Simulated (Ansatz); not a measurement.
Pb₂SeS (R-3m, No. 166, 4 atoms in the cell; start mp-1219926) was calculated with PBE0 in Ansatz (PAW).

Run with plane-wave cutoff 460 eV, 8×8×8 k mesh, Fermi–Dirac smearing 0.01 eV, scalar-relativistic PAW data made under PBE.

Cell (relaxed with PBEsol):

```cif
data_Pb2SSe
_chemical_formula_sum 'Pb2 Se1 S1'
_space_group_name_H-M_alt 'P 1'
_space_group_IT_number 1
_cell_length_a 7.35031
_cell_length_b 7.35031
_cell_length_c 7.35031
_cell_angle_alpha 33.564
_cell_angle_beta 33.564
_cell_angle_gamma 33.564
loop_
_space_group_symop_operation_xyz
  'x, y, z'
loop_
_atom_site_label
_atom_site_type_symbol
_atom_site_fract_x
_atom_site_fract_y
_atom_site_fract_z
_atom_site_occupancy
Pb1 Pb 0.75325 0.75325 0.75325 1
Pb2 Pb 0.24675 0.24675 0.24675 1
Se1 Se 0.00000 0.00000 0.00000 1
S1 S 0.50000 0.50000 0.50000 1
```

Task: Estimate the band gap that the calculation returns.

Result: 
- band gap = 1.23 eV (on the SCF k mesh)

Note: cell and atoms aren't relaxed at this level (pressure 2.0 GPa).

Spin–orbit coupling is not included; with these elements it can move the gap by several tenths of an eV or more.

It cost about 7 core-minutes (a rough figure) of CPU time.

A start named mp-… is a Materials Project structure, which need not be a measured phase.

Ansatz is a quantum-chemistry and plane-wave program.
